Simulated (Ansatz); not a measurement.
# YN under load (space group I4/mmm): band-edge transport data

```yaml
crystal:
  lattice:
    - [0.00000, 2.43246, 2.40624]
    - [2.43246, 0.00000, 2.40624]
    - [2.43246, 2.43246, 0.00000]
  atoms:
    - { symbol: Y, position: [0.00000, 0.00000, 0.00000] }
    - { symbol: N, position: [0.50000, 0.50000, 0.50000] }
```

These are r2SCAN, rigid bands (plane waves, PAW, scalar-relativistic; Ansatz, a first-principles code) values and carry that method's errors. Condition of this run: uniaxial stress along [001] of 3 GPa (compression positive) (the target of the relaxation). Geometry: cell and atoms relaxed with PBEsol, then loaded as said.

```
Item                                                                                                                                                                Result
---------------------------------------------------------------------------------------------------------------------------------------  ---------------------------------
band gap                                                                                                                                                           0.47 eV
electron conductivity mass (300 K, dilute)                                                                                               0.180 (x), 0.180 (y), 0.35 (z) mₑ
hole conductivity mass (300 K, dilute)                                                                                                     0.83 (x), 0.83 (y), 0.25 (z) mₑ
effective density of states N_c (300 K)                                                                                                                        6.6e18 cm⁻³
effective density of states N_v (300 K)                                                                                                                        1.6e19 cm⁻³
density-of-states mass, electrons                                                                                                                                  0.41 mₑ
density-of-states mass, holes                                                                                                                                      0.73 mₑ
Seebeck coefficient, n-type 1e19 cm⁻³, 300 K                                                                                                                     -233 μV/K
best n-type power factor at 300 K for τ = 10 fs (best axis; densities from 1e16 to 1e21 cm⁻³ tried, whether or not they can be reached)        8.9 μW/(cm·K²) at 3e19 cm⁻³
Seebeck coefficient, p-type 1e19 cm⁻³, 300 K                                                                                                                      310 μV/K
best p-type power factor at 300 K for τ = 10 fs (best axis; densities from 1e16 to 1e21 cm⁻³ tried, whether or not they can be reached)       11.3 μW/(cm·K²) at 1e20 cm⁻³
```

Rigid bands; masses and Seebeck coefficients take one relaxation time τ for all states and one kind of carrier; polarons and phonon drag are left out. Spin-orbit coupling is left out; where it splits the top of the valence band, N_v and the p-type Seebeck coefficient come out somewhat high without it. Geometry: cell and atoms relaxed with PBEsol.
